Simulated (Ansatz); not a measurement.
**Element substitutions in ZnSnO3**

The parent structure is ZnSnO3 (space group R3c, No. 161; a = 5.278 Å, c = 14.010 Å (hexagonal axes)).

Each row replaces one element on all its sites; cell and atoms are relaxed.

Calculations: PBEsol (Ansatz, a program for electronic structure; PAW; 420 eV plane waves; spin-orbit coupling left out).

```json
[
 {"variant": "base", "space group": "R3c (No. 161)", "band gap": "1.25 eV", "density": "6.84 g/cm³"},
 {"variant": "Zn → Ge", "space group": "?", "band gap": "?", "density": "?"},
 {"variant": "Zn → Ga", "space group": "R3c (No. 161)", "band gap": "zero", "density": "6.83 g/cm³"},
 {"variant": "Sn → Pd", "space group": "R3c (No. 161)", "band gap": "0.35 eV", "density": "7.05 g/cm³"}
]
```

Q: What belongs in the blanks?

A: 
- Zn → Ge, space group: R3m (No. 160)
- Zn → Ge, band gap: 0.89 eV
- Zn → Ge, density: 5.82 g/cm³

Whether these cells are dynamically stable was not tested. As relaxed here, SnGeO3, GaSnO3 and ZnPdO3 are hypothetical phases, not in the database extracts checked. The final runs are not spin-polarised.
